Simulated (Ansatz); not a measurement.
Start from Zr in the hcp (Mg type) structure (space group P6_3/mmc, No. 194; a = 3.231 Å, c = 5.173 Å).

Calculations: Ansatz (an electronic-structure program) PBE, spin-orbit coupling left out.

For the base:

- Lattice parameter a = 3.231 Å
- c/a ratio = 1.601

It is then changed as follows: cell and atoms relaxed at a pressure of 2.1 GPa.

**Question.** Estimate the effect on the lattice parameter a and c/a ratio.

**Answer.** The lattice parameter a decreases by 0.025 Å to 3.206 Å; the c/a ratio rises by 0.002 (1.601 → 1.603).

Load acts through the strain it causes; cell and atoms are relaxed under it. Stability against distortions was not tested. The final runs are not spin-polarised.
